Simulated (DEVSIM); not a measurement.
Device: abrupt Si p-n junction, at 300 K.

Layer 1 from the left is Si, thickness (μm) 17.0, Na (cm⁻³) 4e18, τn (s) 9.7e-5, τp (s) 9.7e-5. Layer 2 from the left is Si, thickness (μm) 1.30, Nd (cm⁻³) 9.2e17, τn (s) 9.7e-5, τp (s) 9.7e-5.

Left contact: ohmic. Right contact: ohmic. Voltage is applied to the left contact. Recombination: SRH at mid-gap, Auger. Gap narrowing is on: ΔEg = 6.92 meV × (l + √(l² + 0.5)), l = ln(N/1.3e17 cm⁻³), shared equally by both band edges. Mobility is constant in doping.

The device is made up for the run: typed textbook-type constants, with dimensions and the other settings drawn at random. Values at 300 K.

Si: gap (eV) 1.124, affinity (eV) 4.05, permittivity 11.7, Nc (cm⁻³) 2.86e19, Nv (cm⁻³) 3.1e19, μn (cm²/Vs) 1417, μp (cm²/Vs) 470, Cn (cm⁶/s) 2.8e-31, Cp (cm⁶/s) 9.9e-32.

Simulated with DEVSIM: 1D drift-diffusion, Boltzmann statistics, complete ionisation; no tunnelling, impact ionisation, image-force lowering or self-heating.

Q: What does the simulation give for the potential step across the device at zero bias, the dark forward voltage at 100 A/cm², the dark forward voltage at 1 A/cm², the largest field in the device at zero bias?

A: potential step across the device at zero bias 0.944 V; dark forward voltage at 100 A/cm² 0.787 V; dark forward voltage at 1 A/cm² 0.667 V; largest field in the device at zero bias 450000 V/cm.
